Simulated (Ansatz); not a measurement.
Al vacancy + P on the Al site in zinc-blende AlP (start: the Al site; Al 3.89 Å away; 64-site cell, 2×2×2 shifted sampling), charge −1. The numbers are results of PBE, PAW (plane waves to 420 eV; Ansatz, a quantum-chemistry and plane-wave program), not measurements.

| Quantity | Result |
|---|---|
| total energy of the defect cell | -41091.6486 eV |
| total energy of the perfect cell | -41422.1902 eV |
| μ(Al) in fcc Al, atoms added −2 | -537.5045 eV |
| μ(P) in black phosphorus, atoms added +1 | -755.6745 eV |
| Δμ(Al), P-rich | -1.265 eV |
| Δμ(P), P-rich | 0.000 eV |
| valence-band maximum on the cell's zero | 4.794 eV |
| image correction with alignment | 0.286 eV |
| Fermi level above the maximum | 0.50 eV |

Question: Work out the formation energy.

Answer: E_f = E(defect) − E(perfect) − Σ n μ + q (E_VBM + E_F) + E_corr = 330.542 − (321.864) + (-5.294) + (0.286) = 3.67 eV.
